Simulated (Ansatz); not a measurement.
**Ta2C: response to strain**

The parent structure is Ta2C (space group P-3m1, No. 164; relaxed with 0.1 eV smearing).

```yaml
crystal:
  lattice:
    - [3.09529, 0.00000, 0.00000]
    - [-1.54764, 2.68060, 0.00000]
    - [0.00000, 0.00000, 4.92154]
  atoms:
    - { symbol: Ta, position: [0.33333, 0.66667, 0.25289] }
    - { symbol: Ta, position: [0.66667, 0.33333, 0.74711] }
    - { symbol: C, position: [0.00000, 0.00000, 0.00000] }
```

Cartesian axes are those of the cell as printed.

Strains are applied to the cell and any free atomic positions relax; under biaxial strain the out-of-plane vector relaxes too.

Calculations: PBEsol in Ansatz (plane waves to 420 eV, PAW, scalar-relativistic without spin-orbit coupling).

Notes on the quantities. energy relative to the base: free energy F; pressure: mean of the normal stresses, compression positive.

```tsv
variant	energy relative to the base	volume per atom	pressure
base	0 meV/atom	13.61 Å³	0.0 GPa
biaxial strain +0.71 %, plane normal [001], relaxed out of plane	–	?	-2.6 GPa
uniaxial strain ε_xx = −5.23 %	?	12.90 Å³	16.6 GPa
uniaxial strain ε_xx = +1.13 %	?	13.77 Å³	-3.0 GPa
uniaxial strain ε_zz = −1.78 %	+7.3 meV/atom	13.37 Å³	5.2 GPa
tensor shear ε_yz = −1.80 %	?	13.61 Å³	0.2 GPa
```

Q: Complete the table.

A: 
- biaxial strain +0.71 %, plane normal [001], relaxed out of plane, volume per atom: 13.75 Å³
- uniaxial strain ε_xx = −5.23 %, energy relative to the base: +65 meV/atom
- uniaxial strain ε_xx = +1.13 %, energy relative to the base: +2.6 meV/atom
- tensor shear ε_yz = −1.80 %, energy relative to the base: +7.8 meV/atom

No phonon test of stability was made. The final runs are not spin-polarised.

Ansatz is a first-principles code.
